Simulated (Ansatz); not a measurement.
The parent structure is HfC in the rock salt structure (space group Fm-3m, No. 225; a = 4.607 Å; relaxed with 0.1 eV smearing). Axes: x, y, z lie along the cube axes.

Method: Ansatz (an electronic-structure program), PBEsol, PAW, cutoff 420 eV, no SOC.

For the base:

```
Item        Value
--------  -------
Pressure  0.0 GPa
```

It is then changed as follows: compressive biaxial strain of 2.50 % in the plane normal to [111], as in epitaxy on a mismatched substrate; the out-of-plane cell vector and the atoms relax.

Problem. How does this affect the pressure?

Solution. The pressure (mean of the normal stresses, compression positive) goes from zero to 9.8 GPa.

Problem. What does the calculation give for the ratio −ε⊥/ε∥ after the change?

Solution. The ratio −ε⊥/ε∥ is 0.55.

Stability against distortions was not tested. The final runs are not spin-polarised.
